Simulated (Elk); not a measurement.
A self-consistent single point of GaSb (F-43m, 2 atoms in the cell) with Elk.

Level of theory: Elk 10.2.4 with PBEsol, all-electron FP-LAPW, Elk's shipped species files, default APW+lo basis.

```
GaSb
1.0
    0.00000     3.05000     3.05000
    3.05000     0.00000     3.05000
    3.05000     3.05000     0.00000
Ga Sb
1 1
Direct
  0.00000   0.00000   0.00000
  0.25000   0.25000   0.25000
```

Reference input (self-consistent single point, DFT, PBE, all-electron FP-LAPW, Elk's shipped species files, default APW+lo basis): xctype = 20; swidth = 0.000367493 Ha; ngridk = 8 8 8; rmtscf = 0.94; maxscl = 100. This run's input differs from it in these lines:

```diff
@@ -4,3 +4,3 @@
 xctype
-  20
+  22
```

Log, with long lists cut:

```
│ Self-consistent loop started │
│ Loop number : 1 │
 total energy                :     -8427.68866795
│ Loop number : 2 │
 total energy                :     -8427.69226566
RMS change in Kohn-Sham potential (target) :   0.1103547115     (  0.1000000000E-05)
Absolute change in total energy (target)   :   0.3597709332E-02 (  0.1000000000E-03)
│ Loop number : 3 │
 total energy                :     -8427.60216550
RMS change in Kohn-Sham potential (target) :   0.1083157470     (  0.1000000000E-05)
Absolute change in total energy (target)   :   0.8920073550E-01 (  0.1000000000E-03)
│ Loop number : 4 │
   [... lines left out ...]
Absolute change in total energy (target)   :   0.4103074789E-03 (  0.1000000000E-03)
│ Loop number : 13 │
 total energy                :     -8423.57767509
RMS change in Kohn-Sham potential (target) :   0.1385273871E-06 (  0.1000000000E-05)
Absolute change in total energy (target)   :   0.1391534533E-03 (  0.1000000000E-03)
│ Loop number : 14 │
 total energy                :     -8423.57768156
RMS change in Kohn-Sham potential (target) :   0.5969001246E-07 (  0.1000000000E-05)
Absolute change in total energy (target)   :   0.2831864185E-04 (  0.1000000000E-03)
Convergence targets achieved

│ Loop number : 15 │

Energies :
 Fermi                       :     0.173005019911
 total energy                :     -8423.57768740

Density of states at Fermi energy :    3.702242755
 (states/Hartree/unit cell)

Estimated indirect band gap :   0.1474543053E-02
 from k-point      1 to k-point      1
Estimated direct band gap   :   0.1474543053E-02
 at k-point      1

Charges :
 core                        :    54.00000000
 valence                     :    28.00000000
 interstitial                :    3.958818430
 muffin-tins (core leakage)
  species :    1 (Ga)
   atom    1                 :    29.37336103     (  0.1624077148E-02)
  species :    2 (Sb)
   atom    1                 :    48.66782054     (  0.1814039720E-02)
 total in muffin-tins        :    78.04118157
 total calculated charge     :    81.99098306
 total charge                :    82.00000000
 error                       :   0.9016939214E-02

│ Self-consistent loop stopped │
```

The run converged in 15 iterations. The count includes the last loop, which Elk runs after its targets are met. 

The starting cell has typed, rounded lattice constants, without a prior relaxation at this level. Spin-orbit coupling is off. Values depend on the basis (sphere radii, cutoffs, local orbitals), which need not be converged. The run gives no clean gap (levels at the Fermi energy touch, overlap or are partly filled at this smearing), which alone does not show that the compound is a metal. The log's line on a gap gives a spacing of levels on this mesh, which the program prints for metals too.
